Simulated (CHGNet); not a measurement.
# Pyrite PtAs₂

These are the machine-learned potential CHGNet 0.3.0 (trained on PBE and PBE+U data) values and carry that method's errors.

Cell (relaxed at this level):

```
CELL_PARAMETERS angstrom
      6.06030     0.00000     0.00000
      0.00000     6.06030     0.00000
      0.00000     0.00000     6.06030
ATOMIC_POSITIONS crystal
  As 0.61803 0.88197 0.11803
  As 0.11803 0.61803 0.88197
  As 0.61803 0.61803 0.61803
  As 0.38197 0.38197 0.38197
  As 0.88197 0.11803 0.61803
  As 0.88197 0.38197 0.11803
  As 0.11803 0.88197 0.38197
  As 0.38197 0.11803 0.88197
  Pt 0.00000 0.50000 0.50000
  Pt 0.50000 0.00000 0.50000
  Pt 0.00000 0.00000 0.00000
  Pt 0.50000 0.50000 0.00000
```

| Quantity | Result |
|---|---|
| lattice parameter a | 6.060 Å |
| volume per atom | 18.55 Å³/atom |

Measured, for comparison: lattice constant a 5.967 Å, equilibrium volume per atom 17.70 Å³/atom (temperature not stated, no zero-point or thermal correction; as tabulated in Wikipedia's data pages). Computed (rounded) less measured: lattice constant a +1.6 %, equilibrium volume per atom +4.8 %.

A machine-learned potential is trained on density-functional data: it inherits that level's misses and adds fitting errors of its own.
